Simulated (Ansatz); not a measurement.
BeS: pressure series

The reference is BeS in the zinc blende structure (space group F-43m, No. 216; a = 4.8380 Å).

Cell and atoms are relaxed at each pressure.

Method: Ansatz (a program for electronic structure) PBEsol, no spin-orbit coupling.

```
P (GPa)  V (Å³/atom)
-------  -----------
-1.99         14.460
-0.99         14.303
1.82          13.901
4.20          13.599
9.00          13.071
17.99         12.283
30.00         11.488
44.99         10.737
59.99         10.151
```

Problem. Fit a third-order Birch–Murnaghan equation of state.

Solution. Least squares on P(V) = (3B₀/2)[(V₀/V)^(7/3) − (V₀/V)^(5/3)]·[1 + (3/4)(B₀′ − 4)((V₀/V)^(2/3) − 1)] gives V₀ = 14.15 Å³/atom, B₀ = 97 GPa and B₀′ = 3.7.

Between the base and pressure 9 GPa the gap moves from 2.91 eV to 2.71 eV, a mean slope of -22 meV/GPa.

Load acts through the strain it causes; cell and atoms are relaxed under it. Stability against distortions was not tested. Competing high-pressure phases were not computed.
